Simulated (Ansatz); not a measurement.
```xyz
2
Lattice="0.0000 2.0420 2.0420 2.0420 0.0000 2.0420 2.0420 2.0420 0.0000" Properties=species:S:1:pos:R:3 pbc="T T T"
Mg     0.0000     0.0000     0.0000
O      2.0420     2.0420     2.0420
```

Computed with r2SCAN, rigid bands (plane waves, PAW, scalar-relativistic; Ansatz, a quantum-chemistry and plane-wave program). Condition of this run: hydrostatic pressure of 18 GPa (compression positive) (the target of the relaxation). How the cell was made: cell and atoms relaxed with PBEsol, then loaded as said.

Q: What conductivity effective mass do dilute electrons have at 300 K?

A: 0.40 mₑ.

Q: What conductivity effective mass do dilute holes have at 300 K?

A: 2.1 mₑ.

Q: And the band gap?

A: 6.62 eV at this level; semilocal functionals usually fall short of the measured gap.

Rigid bands, one relaxation time for all states, no polarons. Spin-orbit coupling is left out. Geometry: cell and atoms relaxed with PBEsol.
